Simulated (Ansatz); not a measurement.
## Ag under a change: isotropic strain −2.50 %

The parent structure is Ag in the fcc (Cu type) structure (space group Fm-3m, No. 225; a = 4.001 Å; relaxed with 0.1 eV smearing).

Modification: an isotropic linear strain of −2.50 %, atoms relaxed at fixed cell.

Level of theory: plane-wave PAW DFT at the LDA level (Ansatz, a program for electronic structure, 420 eV), no spin-orbit coupling. k-mesh 28×28×28 (Γ-centred); smearing 0.1 eV (Fermi–Dirac).

* **Volume per atom**: 14.84 Å³ (base 16.01 Å³)
* **Space group**: Fm-3m (No. 225) (base Fm-3m (No. 225))
* **Shortest interatomic distance**: 2.758 Å (base 2.829 Å)
* **Energy relative to the base (free energy F)**: +44 meV/atom
* **Pressure**: 13.1 GPa (base 0.0 GPa)
* **Band gap**: zero (base zero)

Final structure:

```
Ag
1.0
    0.00000     1.95043     1.95043
    1.95043     0.00000     1.95043
    1.95043     1.95043     0.00000
Ag
1
Direct
  0.00000   0.00000   0.00000
```

Whether these cells are dynamically stable was not tested.
